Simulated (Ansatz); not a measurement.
Take WSi₂ (space group I4/mmm, No. 139; a = 3.185 Å, c = 7.773 Å; relaxed with 0.1 eV smearing) as the base.

The values are results of Kohn–Sham DFT with the LDA functional, run in Ansatz (an electronic-structure program) with PAW and 420 eV plane waves, no spin-orbit coupling, not measurements.

Base values:

* **Pressure**: 0.0 GPa
* **Band gap**: zero

Now apply this change: an isotropic linear strain of +2.00 %; the atoms relax in the strained cell.

Predict the new energy relative to the base.

The energy goes up by 33 meV/atom.

How does this affect the pressure?

The pressure (mean of the normal stresses, compression positive) goes from zero to -12.4 GPa.

Estimate the effect on the band gap.

The band gap is still zero.

No phonon test of stability was made. The final runs are not spin-polarised.
